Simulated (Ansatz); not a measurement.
**Ag: biaxial strain −2.40 %, plane normal [001], relaxed out of plane**

The reference is Ag in the fcc (Cu type) structure (space group Fm-3m, No. 225; a = 4.105 Å). Axes: x, y, z lie along the cube axes.

Modification: biaxial strain −2.40 %, plane normal [001], relaxed out of plane (Cartesian); in-plane vectors clamped, the third vector and the atoms free.

Computed with r2SCAN/PAW in Ansatz (a program for electronic structure), no SOC. k-mesh 19×19×19 (Γ-centred); smearing 0.05 eV (Fermi–Dirac).

```csv
quantity,base,changed,shift
volume per atom,17.30 Å³,17.09 Å³,-0.21 Å³
space group,Fm-3m (No. 225),I4/mmm (No. 139),–
shortest interatomic distance,2.903 Å,2.833 Å,-0.070 Å
energy relative to the base (free energy F),0 meV/atom,+4.4 meV/atom,+4.4 meV/atom
"pressure (mean of the normal stresses, compression positive)",0.0 GPa,1.4 GPa,+1.4 GPa
band gap,zero,zero,–
out-of-plane strain (rough),–,+3.72 %,–
```

Cost of the whole job for the changed cell (relaxation, final SCF and bands): around 60 core-seconds (rough).

Without a gap, meshes like the base's 19×19×19 leave anisotropic stresses uncertain by several tenths of a GPa, and small strain energies with them. No phonon test of stability was made.
